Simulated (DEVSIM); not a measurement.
System: Pd/SiO2/p-Si capacitor, at 300 K.

```tsv
layer (left to right)	material	thickness (nm)	Na (cm⁻³)
1	SiO2	2.00	-
2	Si	14000	1.6e15
```

Metal gate on the left, work function 5.2 eV. Fixed charge at the semiconductor interface -5.1e10 cm⁻² (in units of +e); no interface traps.

Constants are typed, rounded textbook-type inputs, not results; the design itself was drawn at random and stands for no fabricated device. Values at 300 K.

```tsv
parameter	SiO2	Si
gap (eV)	9	1.124
affinity (eV)	0.9	4.05
permittivity	3.9	11.7
Nc (cm⁻³)	-	2.86e19
Nv (cm⁻³)	-	3.1e19
```

DEVSIM, 1D Poisson equation in equilibrium, Boltzmann statistics, complete ionisation; no quantum confinement or tunnelling. Metal contacts follow the ideal Schottky-Mott rule: no Fermi-level pinning, no interface dipoles.

**Question.** Tabulate band edges, carrier densities and field at 0.7 V on the gate.

**Answer.** Energies count from the Fermi level of the right contact; mesh points crowd at the junctions.

```
x (μm)     Ec (eV)  Ev (eV)  n (cm⁻³)  p (cm⁻³)  field (V/cm)
---------  -------  -------  --------  --------  ------------
0.000        3.600   -5.400     < 1e2     < 1e2         65000
0.0009215    3.606   -5.394     < 1e2     < 1e2         65000
0.001789     3.612   -5.388     < 1e2     < 1e2         65000
0.002975     0.464   -0.660    4.5e11     2.6e8         14000
0.007376     0.470   -0.654    3.6e11     3.2e8         14000
0.01609      0.482   -0.642    2.3e11     5.1e8         13000
0.03643      0.509   -0.615    8.1e10     1.4e9         13000
0.1098       0.596   -0.528     2.7e9    4.2e10         11000
0.2550       0.731   -0.393     1.5e7    7.7e12          7500
0.5940       0.858   -0.266    110000    1.0e15          1000
1.339        0.869   -0.255     73000    1.6e15           ≈ 0
4.096        0.869   -0.255     73000    1.6e15           ≈ 0
8.843        0.869   -0.255     73000    1.6e15           ≈ 0
11.79        0.869   -0.255     73000    1.6e15           ≈ 0
13.28        0.869   -0.255     73000    1.6e15           ≈ 0
13.69        0.869   -0.255     73000    1.6e15           ≈ 0
13.87        0.869   -0.255     73000    1.6e15           ≈ 0
13.94        0.869   -0.255     73000    1.6e15           ≈ 0
13.98        0.869   -0.255     73000    1.6e15           ≈ 0
13.99        0.869   -0.255     73000    1.6e15           ≈ 0
14.00        0.869   -0.255     73000    1.6e15           ≈ 0
14.00        0.869   -0.255     73000    1.6e15           ≈ 0
```
